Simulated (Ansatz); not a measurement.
For TaS2 (P6₃/mmc, No. 194), LDA in Ansatz (plane waves, PAW) gives:

```
Item                   Result
-------------------  --------
lattice parameter a   3.270 Å
lattice parameter c  11.552 Å
```

Problem. What does PBEsol (plane waves, PAW; Ansatz, a program for electronic structure) give for the same quantities?

Solution. 
- lattice constant a: 3.294 Å (goes up by 0.7 %)
- lattice parameter c: 12.094 Å (goes up by 4.7 %)

Changes are worked out from the printed values.

Unless a cell is named, each level is at its own relaxed cell (LDA 17.83, PBEsol 18.93 Å³/atom).

Levels without +SOC leave out spin–orbit coupling, which shifts energies and cells of such heavy elements.

Ansatz's density-functional and Hartree–Fock values are scalar-relativistic unless marked +SOC, with PAW data made under PBE.
